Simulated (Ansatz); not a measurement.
SiO2: response to strain

The reference is SiO₂ in the rutile structure (space group P4_2/mnm, No. 136; a = 4.185 Å, c = 2.669 Å). Axes: x, y, z lie along a, b, c of the conventional cell.

Strains are applied to the cell and any free atomic positions relax; under biaxial strain the out-of-plane vector relaxes too.

Level of theory: Ansatz (a first-principles code), r2SCAN, PAW, cutoff 500 eV, no SOC.

| biaxial strain, plane normal [001], relaxed out of plane (%) | band gap (eV) |
|---|---|
| 0 | 6.51 |
| 1.06 | ? |
| 1.25 | 6.30 |
| 4.78 | 5.84 |

Fit E_g = E₀ + Dε (ε in %) to the rows shown and predict the withheld row.

Least squares on the printed values gives E₀ = 6.49 eV, D = -138 meV per % of strain (largest residual 0.02 eV); this predicts 6.35 eV, and the run gives 6.33 eV, 0.02 lower.

Stability against distortions was not tested.
